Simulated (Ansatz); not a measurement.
Defect: interstitial Ca in anatase TiO2, charge state +2. Calculation: PBE, PAW (plane waves to 420 eV; Ansatz, a program for electronic structure).

Settings: 108 host sites, the relaxed PBE lattice, the Γ point alone, smearing 0.01 eV, spin-restricted, no image-charge correction. No zero-point or tunnelling terms. The charge state is imposed; whether it is stable for some Fermi level was not computed. Sites that were not tried may lie lower.

Barriers: single points on a 2×2×2 k-point mesh shifted by half a step at the bands' geometries.

The step: one Ca atom jumps by itself. Atoms about the jump, Cartesian Å from the middle of the jump, before and after:

```tsv
atom	x0	y0	z0	x1	y1	z1
Ca1	0.00	-0.01	-0.76	0.00	0.01	0.76
O2	1.86	0.00	0.41	2.10	0.00	0.25
O3	-1.86	0.00	0.41	-2.11	0.00	0.27
O4	-0.01	2.10	-0.27	-0.01	1.86	-0.41
O5	-0.01	-2.11	-0.25	-0.01	-1.86	-0.41
O6	-0.01	0.00	-2.97	0.00	0.00	-2.77
O7	0.00	0.00	2.77	-0.01	0.00	2.97
Ti8	1.94	2.03	0.06	2.03	1.95	-0.06
Ti9	-1.95	2.03	0.06	-2.04	1.95	-0.06
Ti10	-1.95	-2.04	0.06	-2.04	-1.94	-0.06
Ti11	1.94	-2.04	0.06	2.03	-1.94	-0.06
Ti12	-0.01	2.07	-2.62	-0.01	1.91	-2.41
Ti13	-0.01	-2.07	-2.63	-0.01	-1.91	-2.41
Ti14	-1.91	0.00	2.41	-2.08	0.00	2.62
Ti15	1.90	0.00	2.41	2.06	0.00	2.63
O16	-1.82	1.84	-1.98	-1.93	1.94	-2.02
O17	-1.82	-1.85	-1.98	-1.93	-1.94	-2.02
O18	1.81	1.84	-1.98	1.92	1.94	-2.02
O19	1.80	-1.84	-1.97	1.92	-1.94	-2.02
O20	-1.94	1.92	2.02	-1.85	1.81	1.98
O21	1.93	1.92	2.02	1.84	1.81	1.97
O22	-1.95	-1.92	2.02	-1.85	-1.82	1.98
O23	1.94	-1.93	2.02	1.84	-1.81	1.98
```

Task: Predict the transition state.

Result: 
```csv
atom,x,y,z
Ca1,-0.01,-0.01,-0.08
O2,2.06,-0.01,0.41
O3,-2.08,-0.01,0.41
O4,-0.01,2.09,-0.40
O5,-0.01,-2.12,-0.40
O6,-0.01,-0.01,-2.48
O7,-0.01,-0.01,2.74
Ti8,2.04,2.06,0.00
Ti9,-2.05,2.06,0.00
Ti10,-2.05,-2.08,0.00
Ti11,2.04,-2.08,0.00
Ti12,-0.01,1.91,-2.44
Ti13,-0.01,-1.93,-2.44
Ti14,-2.03,-0.01,2.40
Ti15,2.01,-0.01,2.40
O16,-1.93,1.92,-1.98
O17,-1.93,-1.94,-1.98
O18,1.91,1.92,-1.98
O19,1.91,-1.94,-1.98
O20,-1.92,1.90,1.98
O21,1.91,1.90,1.98
O22,-1.92,-1.93,1.98
O23,1.91,-1.93,1.98
```
It lies 0.27 eV above the start and 0.27 eV above the end. The saddle point's order was not checked, and it lies on a symmetry element of the cell, where a band can be held.
